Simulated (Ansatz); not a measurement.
The starting structures come from a database of crystals and need not be the phases stable at ambient conditions.

The decay constant κ of evanescent states in the gap governs leakage through a thin film.

Here is the system:

```yaml
crystal:
  lattice:
    - [7.18550, 0.00000, 0.00000]
    - [3.59275, 7.30790, 0.00000]
    - [3.59275, -0.58876, 1.98896]
  atoms:
    - { symbol: Ca, position: [0.00000, 0.00000, 0.00000] }
    - { symbol: Zn, position: [0.03620, 0.63047, 0.63047] }
    - { symbol: Zn, position: [0.96380, 0.36953, 0.36953] }
    - { symbol: As, position: [0.40618, 0.26049, 0.26049] }
    - { symbol: As, position: [0.59382, 0.73951, 0.73951] }
```

Space group of this cell: P-3m1. The cell is taken as given; by PBEsol its mean pressure is -1.6 GPa.

Transport runs along the normal of the first two printed cell vectors, the (111) plane of the conventional cell.

No gap correction and no spin-orbit coupling; mid-gap values are interpolated between computed energies.

Problem. Estimate the band gap and the smallest decay constant κ at mid-gap that PBEsol (Ansatz, a first-principles code) returns for this system.

Solution. Gap 0.39 eV on a 16×16×16 mesh; κ = 0.049 1/Å, at the zone centre.
